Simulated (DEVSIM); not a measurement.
Device: TaN/Al2O3/p-Si capacitor, at 250 K.

```
layer (left to right)  material  thickness (nm)  Na (cm⁻³)
---------------------  --------  --------------  ---------
1                         Al2O3            2.30          -
2                            Si            9900     3.4e15
```

Metal gate on the left, work function 4.4 eV. Fixed charge at the semiconductor interface 1e12 cm⁻² (in units of +e); no interface traps.

Constants are typed, rounded textbook-type inputs, not results; the design itself was drawn at random and stands for no fabricated device. Values at 300 K; Nc and Nv go as T^1.5, mobilities as T to minus their exponent, the gap by Varshni's rule with the affinity fixed.

| parameter | Al2O3 | Si |
|---|---|---|
| gap (eV) | 6.8 | 1.124 |
| affinity (eV) | 1.35 | 4.05 |
| permittivity | 9 | 11.7 |
| Nc (cm⁻³) | - | 2.86e19 |
| Nv (cm⁻³) | - | 3.1e19 |
| Varshni α (eV/K) | - | 0.000473 |
| Varshni β (K) | - | 636 |

Model (solved in DEVSIM): 1D Poisson equation in equilibrium, Boltzmann statistics, complete ionisation; no quantum confinement or tunnelling. Metal contacts follow the ideal Schottky-Mott rule: no Fermi-level pinning, no interface dipoles.

Task: Tabulate band edges, carrier densities and field at -0.1 V on the gate.

Result: Energies count from the Fermi level of the right contact; mesh points crowd at the junctions.

| x (μm) | Ec (eV) | Ev (eV) | n (cm⁻³) | p (cm⁻³) | field (V/cm) |
|---|---|---|---|---|---|
| 0.000 | 3.150 | -3.650 | < 1e2 | < 1e2 | -170000 |
| 0.0009436 | 3.134 | -3.666 | < 1e2 | < 1e2 | -170000 |
| 0.001849 | 3.118 | -3.682 | < 1e2 | < 1e2 | -170000 |
| 0.002882 | 0.412 | -0.724 | 1.1e11 | 60000 | 23000 |
| 0.006295 | 0.420 | -0.716 | 7.4e10 | 86000 | 23000 |
| 0.01277 | 0.435 | -0.701 | 3.7e10 | 170000 | 23000 |
| 0.02827 | 0.469 | -0.667 | 7.5e9 | 850000 | 22000 |
| 0.08141 | 0.578 | -0.558 | 4.8e7 | 1.3e8 | 19000 |
| 0.1822 | 0.744 | -0.392 | 22000 | 2.9e11 | 14000 |
| 0.4095 | 0.925 | -0.211 | < 1e2 | 1.3e15 | 2800 |
| 0.9223 | 0.946 | -0.191 | < 1e2 | 3.4e15 | ≈ 0 |
| 2.726 | 0.946 | -0.191 | < 1e2 | 3.4e15 | ≈ 0 |
| 5.863 | 0.946 | -0.191 | < 1e2 | 3.4e15 | ≈ 0 |
| 8.112 | 0.946 | -0.191 | < 1e2 | 3.4e15 | ≈ 0 |
| 9.298 | 0.946 | -0.191 | < 1e2 | 3.4e15 | ≈ 0 |
| 9.635 | 0.946 | -0.191 | < 1e2 | 3.4e15 | ≈ 0 |
| 9.788 | 0.946 | -0.191 | < 1e2 | 3.4e15 | ≈ 0 |
| 9.852 | 0.946 | -0.191 | < 1e2 | 3.4e15 | ≈ 0 |
| 9.886 | 0.946 | -0.191 | < 1e2 | 3.4e15 | ≈ 0 |
| 9.896 | 0.946 | -0.191 | < 1e2 | 3.4e15 | ≈ 0 |
| 9.900 | 0.946 | -0.191 | < 1e2 | 3.4e15 | ≈ 0 |
| 9.902 | 0.946 | -0.191 | < 1e2 | 3.4e15 | ≈ 0 |
